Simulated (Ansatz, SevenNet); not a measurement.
For SiO2 (P4₁2₁2, No. 92), the machine-learned potential SevenNet-0 (trained on PBE and PBE+U data) gives:

| Property | Result |
|---|---|
| lattice constant a | 5.091 Å |
| c axis length | 7.113 Å |

Q: What does r²SCAN in Ansatz (plane waves, PAW) give for the same quantities?

A: 
- lattice constant a: 4.982 Å (drops by 2.1 %)
- lattice parameter c: 6.919 Å (falls by 2.7 %)

Changes are worked out from the printed values.

Unless a cell is named, each level is at its own relaxed cell (SevenNet-0 15.36, r²SCAN 14.31 Å³/atom).

Ansatz's density-functional and Hartree–Fock values are scalar-relativistic unless marked +SOC, with PAW data made under PBE.

Ansatz is a first-principles code.
